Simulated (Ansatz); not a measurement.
For CsCl-type BaO (model structure), PBEsol (plane waves, PAW; Ansatz, an electronic-structure program) gives:

```
Quantity                        Value
---------------------  --------------
lattice parameter a           3.276 Å
enthalpy of formation  -2.338 eV/atom
```

Question: What does PBE-D3(BJ) in Ansatz (PAW) give for the same quantities?

Answer: 
- lattice constant a: 3.308 Å (increases by 1.0 %)
- formation enthalpy: -2.356 eV/atom (moves by -0.018 eV/atom)

Changes are worked out from the printed values.

Unless a cell is named, each level is at its own relaxed cell (PBEsol 17.57, PBE-D3(BJ) 18.09 Å³/atom).

Ansatz's density-functional and Hartree–Fock values are scalar-relativistic unless marked +SOC, with PAW data made under PBE.

A model structure was made by putting elements into a prototype or built by hand; it is no filed structure, need not be a known phase, and can be a saddle point held by its symmetry.
